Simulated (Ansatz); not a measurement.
C on the N site + O on the N site (C_N+O_N) (metastable zinc-blende AlN host)

The numbers are results of PBE, PAW (plane waves to 420 eV; Ansatz, an electronic-structure program), not measurements. Cell: 64 sites, 2×2×2; final energies on a 2×2×2 shifted mesh. Sites at the start: the N site; N 3.11 Å away. Finite-size correction: monopole term and site-potential alignment. Dielectric constants: PBE linear response of the host. Host gap at this level: 3.31 eV. These values are not converged in cell size to better than tenths of an eV. Levels are measured in PBE's own, too narrow, gap. Spin–orbit coupling is left out. Each state is the lowest found from its start.

```csv
charge,moment (μB),largest move off a lattice site (Å),image correction with alignment (eV)
+1,1.0,0.10,0.24
0,not spin-polarised,0.09,0.00
−1*,1.0,0.10,–
```

* At this level the carrier isn't localised at the defect: at charge −1 electrons occupy the conduction band. Such a state is shallow or no state of the defect, and this cell gives it no level.

Transition levels above the valence-band maximum: ε(+1/0) = 0.53 eV. On the lower envelope of the bound states, inside the gap: (+1/0) at 0.53 eV.

Flagged in the runs: a doubtful potential alignment, a strain field that reaches the edge of the cell.

All states together cost around 17 core-minutes (rough).
